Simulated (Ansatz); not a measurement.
The starting structures come from a database of crystals and need not be the phases stable at ambient conditions.

 Where the default PAW files enter, the runs use the earlier of Ansatz's two default sets.

```xyz
4
Lattice="3.9093 0.0000 0.0000 0.0000 5.5221 0.0000 0.0000 0.0000 3.9093" Properties=species:S:1:pos:R:3 pbc="T T T"
Zn     0.0000     1.3084     1.9546
Zn     1.9546     4.2137     0.0000
Se     0.0000     2.7611     0.0000
S      1.9546     0.0000     1.9546
```

Space group of this cell: P-4m2. The cell is taken as given.

Computed with r2SCAN (plane waves, PAW; Ansatz, a first-principles code).

The current runs along the normal of the first two printed vectors; no spin-orbit coupling. Scaled by the factor s: both lengths across the current (ions clamped). Meshes 8×6×8 and 8×6 across the current in all rows.

```tsv
s	mean pressure (GPa)	band gap (eV)
0.98	3.2	2.29
1.00	0.1	2.16
1.02	-2.5	?
```

### Question
Take the slope of the band gap against ln s from the two given rows, extrapolate to s = 1.02, and say what the run there gives.

### Answer
Slope = (2.29 − 2.16) / ln 0.98 = -6.43 eV. The line gives 2.16 + (-6.43) × ln 1.02 = 2.03 eV. The run gives 1.94 eV, 0.09 eV under the line, 73 % of the predicted step.
